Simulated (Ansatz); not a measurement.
The reference is Ir in the fcc (Cu type) structure (space group Fm-3m, No. 225; a = 3.8705 Å).

All numbers come from PBE, PAW, 420 eV (Ansatz, a quantum-chemistry and plane-wave program; spin-orbit coupling left out), earlier PAW set.

Before the change:

| Quantity | Value |
|---|---|
| Volume per atom | 14.50 Å³ |

One thing is altered: cell and atoms relaxed at a pressure of 4.5 GPa.

Q: Estimate the effect on the volume per atom.

A: The volume per atom drops by 0.18 Å³, from 14.50 Å³ to 14.32 Å³.

Load acts through the strain it causes; cell and atoms are relaxed under it. Whether these cells are dynamically stable was not tested. All final runs are without spin polarisation.
